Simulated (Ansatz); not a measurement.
CsCl-type CoGa, treated with r²SCAN-D4 (plane waves, PAW; Ansatz, a quantum-chemistry and plane-wave program).

Run with plane-wave cutoff 560 eV, 20×20×20 k mesh, Fermi–Dirac smearing 0.05 eV, no spin polarisation, scalar-relativistic PAW data made under PBE.

Cell (relaxed at this level):

```
CELL_PARAMETERS angstrom
      2.83422     0.00000     0.00000
      0.00000     2.83422     0.00000
      0.00000     0.00000     2.83422
ATOMIC_POSITIONS crystal
  Ga 0.50000 0.50000 0.50000
  Co 0.00000 0.00000 0.00000
```

Give the computed bulk modulus and pressure derivative B′ of the bulk modulus.


- bulk modulus = 208 GPa
- pressure derivative B′ of the bulk modulus = 4.6

The run finds no gap.

The computed numbers hold no vibrational or temperature effects.

Cost on a shared machine: roughly 2.1 core-minutes.
